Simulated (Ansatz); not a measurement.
Start from CdSe in the zinc blende structure (space group F-43m, No. 216; a = 6.133 Å).

Structures relaxed with r2SCAN (Ansatz, an electronic-structure program, PAW, spin-orbit coupling left out).

Base:

Simulated powder pattern, Cu Kα1, λ = 1.54056 Å (kinematic, ideal powder, no thermal factors, no anomalous dispersion; the 10 strongest lines at most, above 2 %, up to 2θ = 90°):

```csv
2θ (°),I/Imax (%),hkl
25.13,100,(111)
29.10,3.2,(200)
41.61,74,(220)
49.23,46,(311)
60.31,12,(400)
66.38,18,(331)
75.94,24,(422)
81.48,14,(333)
```

After one change:

Simulated powder pattern, Cu Kα1, λ = 1.54056 Å (kinematic, ideal powder, no thermal factors, no anomalous dispersion; the 10 strongest lines at most, above 2 %, up to 2θ = 90°):

```csv
2θ (°),I/Imax (%)
27.33,100
31.66,3.2
45.39,71
53.79,44
66.13,11
72.96,17
83.86,23
```

Which change produced these results?
A) pressure 4.5 GPa
B) pressure 2.1 GPa
C) pressure 22.5 GPa
D) pressure 0.9 GPa

C, pressure 22.5 GPa. Its volume per atom is 22.51 Å³ against 28.84 Å³, and its space group is F-43m (No. 216).

Load acts through the strain it causes; cell and atoms are relaxed under it. No phonon test of stability was made. Tetrahedral semiconductors of this kind turn to denser phases somewhere between about 1 and 50 GPa; those were not computed, so compressed cells here can lie past the real transition.
